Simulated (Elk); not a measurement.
Input and output of a self-consistent single point for I (Cmce, 4 atoms in the cell) (Elk).

Computed with PBE, spin-orbit coupling in second variation, all-electron FP-LAPW, Elk's shipped species files, APW+lo basis with extra local orbitals (Elk).

```yaml
crystal:
  lattice:
    - [2.39500, -3.63500, 0.00000]
    - [2.39500, 3.63500, 0.00000]
    - [0.00000, 0.00000, 9.79000]
  atoms:
    - { symbol: I, position: [0.84600, 0.84600, 0.88300] }
    - { symbol: I, position: [0.65400, 0.65400, 0.38300] }
    - { symbol: I, position: [0.34600, 0.34600, 0.61700] }
    - { symbol: I, position: [0.15400, 0.15400, 0.11700] }
```

Reference input (self-consistent single point, DFT, PBE, all-electron FP-LAPW, Elk's shipped species files, APW+lo basis with extra local orbitals): xctype = 20; rgkmax = 7.5; stype = 3; swidth = 0.000734986 Ha; ngridk = 3 3 2; tforce = true; gmaxvr = 18 1/bohr; lmaxapw = 10; lmaxo = 8; nxlo = 2; lorbcnd = true; lradstp = 2. This run's input differs from it in these lines:

```diff
@@ -5,2 +5,5 @@
   20
+
+spinorb
+  .true.
 
@@ -36,2 +39,5 @@
 
+nempty
+  10
+
 stype
```

Log, with long lists cut:

```
│ Self-consistent loop started │
│ Loop number : 1 │
 total energy                :     -28493.5210873
 total moment                :  -0.1452547017E-25  0.4563378881E-18  0.3658155463E-25
│ Loop number : 2 │
 total energy                :     -28493.4650538
 total moment                :  -0.1522325845E-26  0.4563053915E-18  0.2139027612E-25
RMS change in Kohn-Sham potential (target) :   0.4615478450E-01 (  0.1000000000E-05)
Absolute change in total energy (target)   :   0.5603355171E-01 (  0.1000000000E-03)
│ Loop number : 3 │
 total energy                :     -28492.2941242
   [... lines left out ...]
 total energy                :     -28476.3740954
 total moment                :   0.1359441897E-23  0.4431092704E-18 -0.1595308303E-24
RMS change in Kohn-Sham potential (target) :   0.8366216024E-07 (  0.1000000000E-05)
Absolute change in total energy (target)   :   0.1804756757E-03 (  0.1000000000E-03)
│ Loop number : 15 │
 total energy                :     -28476.3741204
 total moment                :   0.7819699709E-24  0.4431540241E-18  0.5419268281E-24
RMS change in Kohn-Sham potential (target) :   0.9428916607E-08 (  0.1000000000E-05)
Absolute change in total energy (target)   :   0.2007293369E-04 (  0.1000000000E-03)
Convergence targets achieved

│ Loop number : 16 │

Energies :
 Fermi                       :     0.112126582955
 xc effective B-field        :    -0.368019538292E-10
 external B-field            :      0.00000000000
 total energy                :     -28476.3741260
 (external B-field energy excluded from total)

Density of states at Fermi energy :   0.1366534339E-06
 (states/Hartree/unit cell)

Estimated indirect band gap :   0.4089184920E-01
 from k-point      1 to k-point      4
Estimated direct band gap   :   0.4526925729E-01
 at k-point      1

Charges :
 core                        :    144.0000000
 valence                     :    68.00000000
 interstitial                :    9.228056975
 muffin-tins (core leakage)
  species :    1 (I)
   atom    1                 :    50.69298576     (  0.2684704348E-03)
   [... lines left out ...]
 total moment                :  -0.6232460168E-24  0.4430898026E-18  0.2013553926E-24
   [... lines left out ...]
   total force               :    -0.00457426    0.00000000    0.00902571
   total magnitude           :     0.01011867
  atom :    4
   Hellmann-Feynman          :     0.21651230    0.00000000    0.18689373
   IBS                       :    -0.21193804    0.00000000   -0.17786801
   total force               :     0.00457426    0.00000000    0.00902571
   total magnitude           :     0.01011867
```

The run converged in 16 iterations. The count includes the last loop, which Elk runs after its targets are met. Against the reference run the gap on the mesh goes from 1.276 to 1.113 eV.

The starting cell has typed, rounded lattice constants, without a prior relaxation at this level. Values depend on the basis (sphere radii, cutoffs, local orbitals), which need not be converged.

These are the values that this program gave, and no reference: the basis lacks p1/2 orbitals, which heavy p elements need under spin-orbit coupling.

Cost on one core of a shared machine: roughly 2 min.
